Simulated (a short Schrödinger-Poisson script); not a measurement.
Solved with a short Schrödinger-Poisson script written for these runs: one-band effective-mass equation with BenDaniel-Duke matching, electrons, heavy and light holes apart, hard walls at the outer ends, one valence edge for both holes (no strain splitting), no charge, excitons, band mixing or non-parabolicity; under a field the levels are quasi-bound states of a box, listed while three quarters of their weight lies within 4 nm of the wells.

Stack: single GaN/Al0.15Ga0.85N quantum well.

From the first side: 12 nm Al0.15Ga0.85N; 2 nm GaN, built-in field 1100 kV/cm; 12 nm Al0.15Ga0.85N.

The device is made up for the run: typed textbook-type constants, with dimensions and the other settings drawn at random. GaN: direct gap (eV) 3.43, conduction-band edge (eV) 0, electron mass (mₑ) 0.2, heavy-hole mass 1.9, light-hole mass 0.33. Al0.15Ga0.85N: direct gap (eV) 3.703, conduction-band edge (eV) 0.191, electron mass (mₑ) 0.218, heavy-hole mass 2.2, light-hole mass 0.4.

The valence-band edge of each layer lies one gap below its conduction-band edge. The electron's potential energy rises along the stack by the applied field and, inside the well alone, by the built-in field (unscreened; none in the barriers). Mesh 0.03 nm at interfaces.

Q: Give the squared e1-hh1 overlap at zero applied field; the e1-hh1 transition at zero applied field (eV).

A: squared e1-hh1 overlap at zero applied field: 0.16; e1-hh1 transition at zero applied field (eV): 3.465. Excitons, screening of the built-in field, fields in the barriers and alloy fluctuations are left out, and strain enters only through the typed gaps and offsets, so measured lines lie elsewhere.
